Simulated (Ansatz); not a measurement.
# Carrier properties of BP (F-43m)

Data:

```yaml
crystal:
  lattice:
    - [0.00000, 2.27411, 2.27411]
    - [2.27411, 0.00000, 2.27411]
    - [2.27411, 2.27411, 0.00000]
  atoms:
    - { symbol: B, position: [0.00000, 0.00000, 0.00000] }
    - { symbol: P, position: [0.25000, 0.25000, 0.25000] }
```

Computed with PBE, rigid bands (plane waves, PAW, scalar-relativistic; Ansatz, an electronic-structure program). Condition of this run: functional PBE, cell relaxed with it. How the cell was made: cell and atoms relaxed with PBE.

- band gap = 1.25 eV
- electron conductivity mass (300 K, dilute) = 0.33 mₑ
- hole conductivity mass (300 K, dilute) = 0.39 mₑ
- effective density of states N_c (300 K) = 4.0e19 cm⁻³
- effective density of states N_v (300 K) = 3.7e19 cm⁻³
- density-of-states mass, electrons = 1.38 mₑ
- density-of-states mass, holes = 1.28 mₑ
- Seebeck coefficient, n-type 1e19 cm⁻³, 300 K = -337 μV/K
- best n-type power factor at 300 K for τ = 10 fs (best axis; densities from 1e16 to 1e21 cm⁻³ tried, whether or not they can be reached) = 19.8 μW/(cm·K²) at 1e20 cm⁻³
- Seebeck coefficient, p-type 1e19 cm⁻³, 300 K = 327 μV/K
- best p-type power factor at 300 K for τ = 10 fs (best axis; densities from 1e16 to 1e21 cm⁻³ tried, whether or not they can be reached) = 15.3 μW/(cm·K²) at 1e20 cm⁻³

Rigid bands; masses and Seebeck coefficients take one relaxation time τ for all states and one kind of carrier; polarons and phonon drag are left out. Spin-orbit coupling is left out; where it splits the top of the valence band, N_v and the p-type Seebeck coefficient come out somewhat high without it.
